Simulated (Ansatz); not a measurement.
# Hypothetical P4_2/mnm GaN, carrier doping

Base system: GaN (space group P4_2/mnm, No. 136; a = 5.5350 Å, c = 3.2140 Å; a hypothetical phase, not in the database extracts checked).

Carriers are added at fixed cell with a uniform background; the Fermi–Dirac width is that of 300 K.

Calculations: PBE, PAW, 420 eV (Ansatz, a quantum-chemistry and plane-wave program; scalar-relativistic without spin-orbit coupling).

Notes on the quantities. Fermi level from band edge: Fermi level relative to the doped band's edge (positive inside the band; to 0.05 eV).

```tsv
electron density (10^21 cm⁻³)	Fermi level from band edge (eV)
5	2.20
7	?
10	2.55
20	2.90
```

Q: Fit E_F = C n^s, fitted as a line in log–log form (a parabolic band gives s = 2/3) to the rows shown and predict the withheld row.

A: Least squares on the printed values gives C = 1.60 eV, s = 0.20 (largest residual 0.02 eV); this predicts 2.36 eV, and the run gives 2.40 eV, in agreement.

Carriers are added with a uniform compensating background; total energy and stress of such cells depend on the potential's zero and are not compared; many-body gap narrowing is missing at this level. Stability against distortions was not tested.
